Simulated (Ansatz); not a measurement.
The reference is InAs in the zinc blende structure (space group F-43m, No. 216; a = 6.186 Å).

Computed with PBE (Ansatz, a program for electronic structure), no SOC.

Base values:

- Pressure = 0.0 GPa
- Band gap = zero

One thing is altered: every lattice vector is shortened by 2.03 %, atoms relaxed at fixed cell.

Problem. How does this affect the pressure?

Solution. The pressure goes from zero to 3.5 GPa.

Problem. What happens to the energy relative to the base?

Solution. The energy grows by 18 meV/atom.

Problem. Estimate the effect on the band gap.

Solution. The band gap stays zero.

A case with no gap was solved on a k-mesh chosen for an insulator, which is coarse for it. The cells carry an imposed strain or load. No phonon test of stability was made. The final runs are not spin-polarised. The zero or small gap of InAs can change with the level of theory.
